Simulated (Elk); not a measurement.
A self-consistent single point of LaCu2Ge2 (I4/mmm, 5 atoms in the cell) with Elk.

Level of theory: LDA (PW92), all-electron FP-LAPW, Elk's shipped species files, APW+lo basis with extra local orbitals in Elk 10.2.4.

The change in words: lattice scaled by 0.98. Reference geometry:
```yaml
crystal:
  lattice:
    - [-2.11040, 2.11040, 5.06618]
    - [2.11040, -2.11040, 5.06618]
    - [2.11040, 2.11040, -5.06618]
  atoms:
    - { symbol: La, position: [0.00000, 0.00000, 0.00000] }
    - { symbol: Cu, position: [0.25000, 0.75000, 0.50000] }
    - { symbol: Cu, position: [0.75000, 0.25000, 0.50000] }
    - { symbol: Ge, position: [0.62606, 0.62606, 0.00000] }
    - { symbol: Ge, position: [0.37394, 0.37394, 0.00000] }
```

Reference input (self-consistent single point, DFT, LDA (PW92), all-electron FP-LAPW, Elk's shipped species files, APW+lo basis with extra local orbitals): xctype = 3; rgkmax = 8; stype = 0; swidth = 0.00183747 Ha; ngridk = 7 7 7; gmaxvr = 16 1/bohr; nxlo = 2; lorbcnd = true; lmaxi = 2. This run's input differs from it in these lines:

```diff
@@ -28,5 +28,5 @@
 avec
-   -3.9880685648    3.9880685648    9.5736832494
-    3.9880685648   -3.9880685648    9.5736832494
-    3.9880685648    3.9880685648   -9.5736832494
+   -3.9083070045    3.9083070045    9.3822105293
+    3.9083070045   -3.9083070045    9.3822105293
+    3.9083070045    3.9083070045   -9.3822105293
```

Output (repeated stretches shortened):

```
│ Self-consistent loop started │
│ Loop number : 1 │
 total energy                :     -15960.5773836
│ Loop number : 2 │
 total energy                :     -15964.5990155
RMS change in Kohn-Sham potential (target) :   0.5969435085     (  0.1000000000E-05)
Absolute change in total energy (target)   :    4.021631831     (  0.1000000000E-03)
│ Loop number : 3 │
 total energy                :     -15986.7655499
RMS change in Kohn-Sham potential (target) :   0.3140104045     (  0.1000000000E-05)
Absolute change in total energy (target)   :    23.17194242     (  0.1000000000E-03)
│ Loop number : 4 │
   [... lines left out ...]
Absolute change in total energy (target)   :   0.2453161942E-03 (  0.1000000000E-03)
│ Loop number : 17 │
 total energy                :     -15988.7167226
RMS change in Kohn-Sham potential (target) :   0.3146782342E-06 (  0.1000000000E-05)
Absolute change in total energy (target)   :   0.1130949495E-03 (  0.1000000000E-03)
│ Loop number : 18 │
 total energy                :     -15988.7167807
RMS change in Kohn-Sham potential (target) :   0.1056960891E-06 (  0.1000000000E-05)
Absolute change in total energy (target)   :   0.8633984362E-04 (  0.1000000000E-03)
Convergence targets achieved

│ Loop number : 19 │

Energies :
 Fermi                       :     0.339019264523
 total energy                :     -15988.7167925

Density of states at Fermi energy :    84.75263903
 (states/Hartree/unit cell)

Estimated indirect band gap :   0.3595888192E-03
 from k-point      6 to k-point     25
Estimated direct band gap   :   0.2491626287E-01
 at k-point     36

Charges :
 core                        :    106.0000000
 valence                     :    73.00000000
 interstitial                :    7.627282701
 muffin-tins (core leakage)
  species :    1 (La)
   atom    1                 :    54.67031385     (  0.2290784943E-03)
  species :    2 (Cu)
   atom    1                 :    28.01926961     (  0.3856341233E-03)
   atom    2                 :    28.01926961     (  0.3856341233E-03)
  species :    3 (Ge)
   atom    1                 :    30.33193212     (  0.8203813121E-03)
   atom    2                 :    30.33193212     (  0.8203813121E-03)
 total in muffin-tins        :    171.3727173
 total calculated charge     :    178.9765300
 total charge                :    179.0000000
 error                       :   0.2346997056E-01

│ Self-consistent loop stopped │
```

The run converged in 19 iterations. The count includes the last loop, which Elk runs after its targets are met. 

The starting cell comes from a database of computed structures (which also holds hypothetical and non-ambient phases and stackings), without a prior relaxation at this level. For this run, on top of that: lattice scaled by 0.98. Spin polarisation is off. Values depend on the basis (sphere radii, cutoffs, local orbitals), which need not be converged. The log's line on a gap gives a spacing of levels on this mesh, which the program prints for metals too.

Cost on one core of a shared machine: roughly 2 min.
